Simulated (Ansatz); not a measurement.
## GaN: pressure series

Consider GaN in the wurtzite structure (space group P6_3mc, No. 186; a = 3.219 Å, c = 5.244 Å).

Cell and atoms are relaxed at each pressure.

The values are results of PBE in Ansatz (plane waves to 420 eV, PAW, no spin-orbit coupling), earlier PAW set, not measurements.

Notes on the quantities. enthalpy: H = E + PV relative to the base's energy.

```json
[
 {"change": "base", "enthalpy": "–", "band gap": "1.71 eV", "electron mass": "0.14 mₑ along c, 0.16 mₑ across (at Γ)", "lattice parameter a": "321.9 pm"},
 {"change": "pressure −2 GPa", "enthalpy": "-0.15 eV/atom", "band gap": "1.63 eV", "electron mass": "0.14 mₑ along c, 0.15 mₑ across (at Γ)", "lattice parameter a": "323.1 pm"},
 {"change": "pressure −1 GPa", "enthalpy": "-0.07 eV/atom", "band gap": "1.67 eV", "electron mass": "0.14 mₑ along c, 0.16 mₑ across (at Γ)", "lattice parameter a": "322.5 pm"},
 {"change": "pressure 4.2 GPa", "enthalpy": "+0.30 eV/atom", "band gap": "1.86 eV", "electron mass": "0.15 mₑ along c, 0.17 mₑ across (at Γ)", "lattice parameter a": "319.4 pm"},
 {"change": "pressure 9 GPa", "enthalpy": "+0.64 eV/atom", "band gap": "2.02 eV", "electron mass": "0.17 mₑ along c, 0.18 mₑ across (at Γ)", "lattice parameter a": "316.8 pm"},
 {"change": "pressure 18 GPa", "enthalpy": "+1.26 eV/atom", "band gap": "2.28 eV", "electron mass": "0.18 mₑ along c, 0.20 mₑ across (at Γ)", "lattice parameter a": "312.7 pm"},
 {"change": "pressure 30 GPa", "enthalpy": "+2.05 eV/atom", "band gap": "2.58 eV", "electron mass": "0.20 mₑ along c, 0.23 mₑ across (at Γ)", "lattice parameter a": "308.1 pm"},
 {"change": "pressure 45 GPa", "enthalpy": "+3.00 eV/atom", "band gap": "2.88 eV", "electron mass": "0.22 mₑ along c, 0.25 mₑ across (at Γ)", "lattice parameter a": "303.2 pm"},
 {"change": "pressure 60 GPa", "enthalpy": "+3.90 eV/atom", "band gap": "[?]", "electron mass": "[?]", "lattice parameter a": "[?]"}
]
```

Problem. What belongs in the blanks?

Solution. 
- pressure 60 GPa, band gap: 3.14 eV
- pressure 60 GPa, electron mass: 0.24 mₑ along c, 0.27 mₑ across (at Γ)
- pressure 60 GPa, lattice parameter a: 299.2 pm

Load acts through the strain it causes; cell and atoms are relaxed under it. Masses are band curvatures over ±0.01 Å⁻¹ around the edge. Stability against distortions was not tested. Measured, GaN leaves this structure (for rock salt) near 47 GPa (temperature not stated; as listed in Datta, Sujoy, Jana, Debnarayan, arXiv (2020)), on rising pressure, with hysteresis.

Ansatz is a program for electronic structure.
